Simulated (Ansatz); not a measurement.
## Response to strain in Al3Pd2

Consider Al3Pd2 (space group P-3m1, No. 164; a = 4.210 Å, c = 5.140 Å; a cell from a computed database, its experimental status unchecked). Axes: x lies along a and z along c of the hexagonal cell.

Strains are applied to the cell and any free atomic positions relax; under stress the whole cell relaxes.

Computed with PBEsol (Ansatz, an electronic-structure program; PAW; 420 eV plane waves; without spin-orbit coupling).

Notes on the quantities. energy relative to the base: free energy F; pressure: mean of the normal stresses, compression positive.

```json
[
 {"change": "base", "shortest interatomic distance": "2.517 Å", "energy relative to the base": "0 meV/atom", "pressure": "0.0 GPa"},
 {"change": "isotropic strain −1.10 %", "shortest interatomic distance": "2.485 Å", "energy relative to the base": "…", "pressure": "5.0 GPa"},
 {"change": "isotropic strain +1.35 %", "shortest interatomic distance": "2.558 Å", "energy relative to the base": "…", "pressure": "-5.2 GPa"},
 {"change": "tensor shear ε_xz = −2.68 %", "shortest interatomic distance": "2.522 Å", "energy relative to the base": "…", "pressure": "0.2 GPa"},
 {"change": "uniaxial stress, 0.5 GPa tension along x", "shortest interatomic distance": "2.517 Å", "energy relative to the base": "+0.1 meV/atom", "pressure": "–"}
]
```

What belongs in the blanks?


- isotropic strain −1.10 %, energy relative to the base: +7.9 meV/atom
- isotropic strain +1.35 %, energy relative to the base: +11 meV/atom
- tensor shear ε_xz = −2.68 %, energy relative to the base: +9.6 meV/atom

Without a gap, meshes like the base's 13×13×9 leave anisotropic stresses uncertain by several tenths of a GPa, and small strain energies with them. Beyond what the load breaks, stability against distortions was not tested. The final runs are not spin-polarised.
